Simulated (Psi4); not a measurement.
Psi4 1.11, PBE/def2-tzvp: iodine (II), 2 atoms. The geometry is a generated start, not checked to be a minimum at this level.

```json
{
 "task": "energy",
 "method": "pbe",
 "basis": "def2-tzvp",
 "memory": "3 GB",
 "maxiter": "100",
 "keys_of_the_molecule_block": "symmetry c1",
 "scf_type": "df (default)",
 "e_convergence": "1e-06 (default)",
 "d_convergence": "1e-06 (default)",
 "dft_radial_points": "75 (default)",
 "dft_spherical_points": "302 (default)",
 "effective_core_potentials": "those of the basis set, past Kr",
 "basis_functions": "100",
 "grid_points": "40718"
}
```

```xyz
2

I      1.3307    -0.0178     0.0093
I     -1.3307     0.0178    -0.0093
```

With the defaults (diis = true, scf_initial_accelerator = adiis, damping_percentage = 0, guess = auto, which took SAD, soscf = false, soscf_start_convergence = 0.01, level_shift = 0, level_shift_cutoff = 0.01, diis_max_vecs = 10) it converges in 7 SCF iterations. One run each on 2 threads, with these changes:
- diis_max_vecs = 6
- scf_initial_accelerator = ediis
- level_shift = 0.1, level_shift_cutoff = 0.001
- soscf = true, soscf_start_convergence = 0.1
- level_shift = 0.5, level_shift_cutoff = 0.001
- guess = sadno
- diis = false, scf_initial_accelerator = none, damping_percentage = 60
- guess = sap
- scf_initial_accelerator = none

Question: Which runs fail or end elsewhere than the default run?

Answer: No convergence: diis = false, scf_initial_accelerator = none, damping_percentage = 60 (the run ends without SCF convergence in 100 iterations). The rest reach the solution of the defaults.

| setting | SCF iterations | JK calls | end |
|---|---|---|---|
| soscf = true, soscf_start_convergence = 0.1 | 6 | 22 | same solution |
| the defaults | 7 | 8 | same solution |
| scf_initial_accelerator = none | 7 | 8 | same solution |
| scf_initial_accelerator = ediis | 7 | 8 | same solution |
| diis_max_vecs = 6 | 7 | 8 | same solution |
| level_shift = 0.1, level_shift_cutoff = 0.001 | 8 | 9 | same solution |
| level_shift = 0.5, level_shift_cutoff = 0.001 | 8 | 9 | same solution |
| guess = sadno | 8 | 8 | same solution |
| guess = sap | 10 | 10 | same solution |
| diis = false, scf_initial_accelerator = none, damping_percentage = 60 | 100 | 101 | no convergence |

An SOSCF iteration holds several JK calls; a Hückel guess adds calls on atoms.
